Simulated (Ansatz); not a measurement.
# BaO (P6₃/mmc, No. 194, 4 atoms in the cell; start mp-1178514; a measured phase of this formula has another space group)

Calculation: HSE06 in Ansatz (PAW).

Run with plane-wave cutoff 460 eV, 6×6×6 k mesh, Fermi–Dirac smearing 0.01 eV, scalar-relativistic PAW data made under PBE.

Cell (relaxed with PBEsol):

```yaml
crystal:
  lattice:
    - [4.49117, 0.00000, 0.00000]
    - [-2.24558, 3.88946, 0.00000]
    - [0.00000, 0.00000, 5.52348]
  atoms:
    - { symbol: Ba, position: [0.66667, 0.33333, 0.43753] }
    - { symbol: Ba, position: [0.33333, 0.66667, 0.93753] }
    - { symbol: O, position: [0.66667, 0.33333, 0.93747] }
    - { symbol: O, position: [0.33333, 0.66667, 0.43747] }
```

```
Quantity                                                           Value
-------------------------------------------  ---------------------------
band gap                                     3.50 eV (on the SCF k mesh)
smallest direct gap on the k points sampled                      3.51 eV
```

Note: cell and atoms aren't relaxed at this level (pressure 1.4 GPa).

Spin–orbit coupling is not included.

Computed values are for the static lattice.

The result took around 5 core-minutes (rough).

A start named mp-… is a Materials Project structure, which need not be a measured phase.

Ansatz is a first-principles code.
